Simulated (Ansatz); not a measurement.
Response to strain in PtTe2

The reference is PtTe$_{2}$ (space group P-3m1, No. 164; a = 4.009 Å, c = 4.960 Å; layered; relaxed with 0.1 eV smearing). Axes: x lies along a and z along c of the hexagonal cell.

Strains are applied to the cell and any free atomic positions relax.

Method: PBEsol-D3(BJ) (Ansatz, a quantum-chemistry and plane-wave program, PAW, no spin-orbit coupling).

Notes on the quantities. energy relative to the base: free energy F; pressure: mean of the normal stresses, compression positive.

| variant | energy relative to the base | volume per atom | pressure |
|---|---|---|---|
| base | 0 meV/atom | 23.01 Å³ | 0.0 GPa |
| uniaxial strain ε_zz = −3.00 % | +6.9 meV/atom | 22.32 Å³ | 2.5 GPa |
| uniaxial strain ε_zz = −2.50 % | [?] | 22.44 Å³ | [?] |
| uniaxial strain ε_zz = −2.00 % | +3.0 meV/atom | 22.55 Å³ | 1.6 GPa |
| uniaxial strain ε_zz = −1.00 % | +0.7 meV/atom | 22.78 Å³ | 0.8 GPa |
| uniaxial strain ε_zz = −0.50 % | +0.2 meV/atom | 22.90 Å³ | 0.4 GPa |
| uniaxial strain ε_zz = +0.50 % | +0.2 meV/atom | 23.13 Å³ | -0.4 GPa |
| uniaxial strain ε_zz = +1.00 % | +0.7 meV/atom | 23.24 Å³ | -0.7 GPa |
| uniaxial strain ε_zz = +1.50 % | +1.5 meV/atom | 23.36 Å³ | -1.0 GPa |
| uniaxial strain ε_zz = +3.00 % | +5.8 meV/atom | 23.70 Å³ | -1.9 GPa |

What belongs in the blanks?


- uniaxial strain ε_zz = −2.50 %, energy relative to the base: +4.7 meV/atom
- uniaxial strain ε_zz = −2.50 %, pressure: 2.0 GPa

Whether these cells are dynamically stable was not tested. The final runs are not spin-polarised.
